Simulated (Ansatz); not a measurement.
The parent structure is TaN in the rock salt structure (space group Fm-3m, No. 225; a = 4.417 Å).

All numbers come from PBE in Ansatz (plane waves to 420 eV, PAW, no spin-orbit coupling).

For the base:

```
Quantity   Result
--------  -------
Pressure  0.0 GPa
Band gap     zero
```

Now apply this change: an isotropic linear strain of −5.56 %; the atoms relax in the strained cell.

Problem. What does the calculation give for the pressure, energy relative to the base and band gap after the change?

Solution. The pressure goes from zero to 82.6 GPa; the energy rises by 0.375 eV/atom; the band gap remains zero.

No phonon test of stability was made. The final runs are not spin-polarised. This is not the structure that TaN has at room temperature and ambient pressure.

Ansatz is a program for electronic structure.
